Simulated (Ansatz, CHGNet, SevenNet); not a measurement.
## TiTe₂ (model structure, started from the CdI2 type, P-3m1, No. 164, 3 atoms in the cell): properties by level of theory

| level (code) | equilibrium lattice constant a (Å) | c axis length (Å) |
|---|---|---|
| CHGNet 0.3.0 | 3.809 | 6.346 |
| SevenNet-0 | 3.738 | 7.262 |
| LDA (Ansatz) | 3.667 | 6.334 |
| PBE (Ansatz) | 3.765 | 6.959 |
| r²SCAN (Ansatz) | 3.802 | 6.899 |
| r²SCAN+rVV10 (Ansatz) | 3.782 | 6.615 |

Caveats: the cell has another shape than the first-principles one, perhaps another minimum in the same group (SevenNet-0). Ansatz's density-functional and Hartree–Fock values are scalar-relativistic unless marked +SOC, with PAW data made under PBE.

Static lattice: no zero-point or thermal effects.

A model structure was made by putting elements into a prototype or built by hand; here it ended with the formula and space group of a phase in our tables.

Ansatz is a program for electronic structure.
